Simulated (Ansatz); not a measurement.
Phonon-limited resistivity of Cu₂Sb (P4/nmm) against temperature in μΩ·cm, PBEsol, DFPT electron-phonon coupling, linearised Boltzmann equation in Ansatz (a program for electronic structure), harmonic crystal at a fixed cell. x, y and z are the axes of this cell:
```yaml
crystal:
  lattice:
    - [3.96393, 0.00000, 0.00000]
    - [0.00000, 3.96393, 0.00000]
    - [0.00000, 0.00000, 6.02293]
  atoms:
    - { symbol: Cu, position: [0.00000, 0.00000, 0.00000] }
    - { symbol: Cu, position: [0.50000, 0.50000, 0.00000] }
    - { symbol: Cu, position: [0.50000, 0.00000, 0.26316] }
    - { symbol: Cu, position: [0.00000, 0.50000, 0.73684] }
    - { symbol: Sb, position: [0.50000, 0.00000, 0.69727] }
    - { symbol: Sb, position: [0.00000, 0.50000, 0.30273] }
```

```
T      ρ (x, y)  ρ (z)
-----  --------  -----
50 K       0.66   0.84
77 K       1.58   1.95
100 K       ___    2.9
150 K       4.0    ___
200 K       5.6    6.9
250 K       7.1    8.8
273 K       7.8    9.7
300 K       8.6   10.7
350 K      10.1   12.5
400 K      11.6   14.4
500 K      14.6   18.1
600 K      17.6     22
```

Task: Complete the blanks.

Result: 
- 100 K, ρ (x, y): 2.4
- 150 K, ρ (z): 5.0

A metal at this level (no band gap). Only scattering by harmonic phonons is included (no impurities, grain boundaries, electron-electron scattering or thermal expansion). Spin-orbit coupling is left out. Halving the electron mesh (20x20x16) moves the resistivity by up to 11 %. Smearing 0.20 eV; phonons on a 4x4x3 q mesh, which this run doesn't test and which matters most at low temperature.

Formula and space group known from diffraction (Crystallography Open Database), not checked to be the room-temperature form: Cu2Sb (P4/nmm).
